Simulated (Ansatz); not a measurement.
The parent structure is Rb in the bcc (W type) structure (space group Im-3m, No. 229; relaxed with 0.1 eV smearing).

```
Rb
1.0
   -2.78564     2.78564     2.78564
    2.78564    -2.78564     2.78564
    2.78564     2.78564    -2.78564
Rb
1
Direct
  0.00000   0.00000   0.00000
```

Level of theory: PBEsol (Ansatz, a first-principles code, PAW, no spin-orbit coupling).

For the base:

| Item | Value |
|---|---|
| Pressure | 0.0 GPa |

It is then changed as follows: the cell is scaled by 1.0150 in all directions, atoms relaxed at fixed cell.

**Question.** Predict the new energy relative to the base and pressure.

**Answer.** The energy goes up by 1.5 meV/atom; the pressure stays essentially unchanged (0.0 GPa against -0.1 GPa).

The cells carry an imposed strain or load. Whether these cells are dynamically stable was not tested. The final runs are not spin-polarised.
